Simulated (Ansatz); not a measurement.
The reference is MoSi₂ (space group I4/mmm, No. 139; a = 3.2017 Å, c = 7.8186 Å).

Structures relaxed with r2SCAN, PAW, 500 eV (Ansatz, a program for electronic structure; no SOC).

Base:

Simulated powder pattern, Cu Kα1, λ = 1.54056 Å (kinematic, ideal powder, no thermal factors, no anomalous dispersion; the 8 strongest lines at most, above 2 %, up to 2θ = 90°):

| 2θ (°) | I/Imax (%) | hkl |
|---|---|---|
| 22.73 | 32 | (002) |
| 30.14 | 60 | (101) |
| 39.78 | 71 | (110) |
| 44.80 | 100 | (103) |
| 46.30 | 19 | (112) |
| 57.52 | 23 | (200) |
| 75.73 | 41 | (213) |
| 86.01 | 15 | (116) |

After one change:

Simulated powder pattern, Cu Kα1, λ = 1.54056 Å (kinematic, ideal powder, no thermal factors, no anomalous dispersion; the 8 strongest lines at most, above 2 %, up to 2θ = 90°):

```json
[
 {"2θ (°)": "22.81", "I/Imax (%)": "32"},
 {"2θ (°)": "30.28", "I/Imax (%)": "60"},
 {"2θ (°)": "39.98", "I/Imax (%)": "71"},
 {"2θ (°)": "45.00", "I/Imax (%)": "100"},
 {"2θ (°)": "46.53", "I/Imax (%)": "19"},
 {"2θ (°)": "57.83", "I/Imax (%)": "23"},
 {"2θ (°)": "76.14", "I/Imax (%)": "41"},
 {"2θ (°)": "86.44", "I/Imax (%)": "15"}
]
```

**Question.** Which change produced these results?
A) pressure 1.5 GPa
B) pressure 0.3 GPa
C) pressure 3 GPa
D) pressure 5 GPa

**Answer.** C, pressure 3 GPa. Its volume per atom is 13.18 Å³ against 13.36 Å³, and its space group is I4/mmm (No. 139).

The mesh was chosen for an insulator and is coarse for the gapless case. Load acts through the strain it causes; cell and atoms are relaxed under it. Stability against distortions was not tested. No other phases were tried under pressure. All final runs are without spin polarisation.
